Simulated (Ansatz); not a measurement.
Troubleshooting Ansatz (an electronic-structure program): a failed run on Rb3Li (Fm-3m, 4 atoms in the cell). The aim is a self-consistent single point with DFT, PBEsol, plane waves, default PAW files made with PBE.

Cell that was meant: a = 7.2828 Å, b = 7.2828 Å, c = 7.2828 Å, α = 60.00°, β = 60.00°, γ = 60.00°.

Part of the input:

Ansatz 0.2 input:
```yaml
basis:
  ecutwfc: 420.0 eV
kpoints:
  mp_grid: { grid: [6, 6, 6], shift: [1, 1, 1] }
hamiltonian:
  xc: pbesol
  pseudopotentials: { kind: paw }
```

Log, with long lists cut:

```
Error: invalid value for `kpoints.mp_grid.shift`: each number counts steps of the mesh from Γ, half a step is 0.5 and a whole step moves no point: type 0.5 for a flag of 1, and leave whole steps out of any other number: each must be finite and in (-1, 1); got [1, 1, 1]
```

### Question
Read the log: what does the program object to, and what is the fix?

### Answer
The fault is a mesh shift typed as a flag of 1. The shift is counted in steps of the mesh here, so half a step is 0.5; the flag 1 belongs to another code's convention. To fix it, type 0.5 for half a step, or no shift. The program stopped before any SCF iteration.

An input that runs soundly differs in these lines (not the only fix; some lines may just follow from the change or write a value another way):
```diff
-  mp_grid: { grid: [6, 6, 6], shift: [1, 1, 1] }
+  mp_grid: { grid: [6, 6, 6] }
```

With that input, the run converged in 7 iterations: free energy E − TS (on the zero of these files) -9853.5474 eV; Fermi level (on the code's own zero) 2.07 eV; pressure -0.12 GPa (DFT, PBEsol, plane waves, default PAW files made with PBE).

On the sound input: the starting cell comes from a database of computed structures (which also holds hypothetical and non-ambient phases and stackings), without a prior relaxation at this level. Ansatz's pressure includes its estimate of the finite-basis (Pulay) stress.
